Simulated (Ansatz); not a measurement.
**Fermi-surface data of YSi under load (space group Cmcm)**

Data:

```yaml
crystal:
  lattice:
    - [2.13217, -5.27265, 0.00000]
    - [2.13217, 5.27265, 0.00000]
    - [0.00000, 0.00000, 3.82903]
  atoms:
    - { symbol: Y, position: [0.14032, 0.85968, 0.25000] }
    - { symbol: Y, position: [0.85968, 0.14032, 0.75000] }
    - { symbol: Si, position: [0.42404, 0.57596, 0.25000] }
    - { symbol: Si, position: [0.57596, 0.42404, 0.75000] }
```

Method: PBEsol, rigid bands (plane waves, PAW, scalar-relativistic; Ansatz, a program for electronic structure). Condition of this run: hydrostatic pressure -2 GPa (the target of the relaxation). Geometry: cell and atoms relaxed with PBEsol, then loaded as said.

```json
{
  "density of states at the Fermi level": "2.13 states/(eV·cell), both spins",
  "bare Sommerfeld coefficient": "1.25 mJ/(mol of atoms·K²)",
  "drude_plasma_energy": "2.1 (x), 2.8 (y), 5.4 (z) eV",
  "root-mean-square Fermi velocity": "4.6e5 m/s",
  "resistivity times τ": "116 (x), 64 (y), 17.0 (z) ×10⁻²² Ω·m·s"
}
```

A metal at this level (no band gap); rigid bands, thermally averaged at 300 K, both spins. Spin-orbit coupling is left out. τ is one relaxation time for all states.
